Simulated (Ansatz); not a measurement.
The reference is CdS in the zinc blende structure (space group F-43m, No. 216; a = 5.878 Å).

The values are results of r2SCAN/PAW in Ansatz (an electronic-structure program), without spin-orbit coupling, not measurements.

Base values:

- Electron mass = 0.15 mₑ (at Γ)

Modification: the cell is scaled by 0.9750 in all directions; the atoms relax in the strained cell.

Q: What happens to the energy relative to the base, mean gap deformation potential ΔEg/Δln V and electron mass?

A: The energy goes up by 30 meV/atom; the mean gap deformation potential ΔEg/Δln V amounts to -2.2 eV; the electron mass becomes 0.16 mₑ (at Γ) (base: 0.15 mₑ (at Γ)).

Masses are band curvatures over ±0.01 Å⁻¹ around the edge. No phonon test of stability was made.
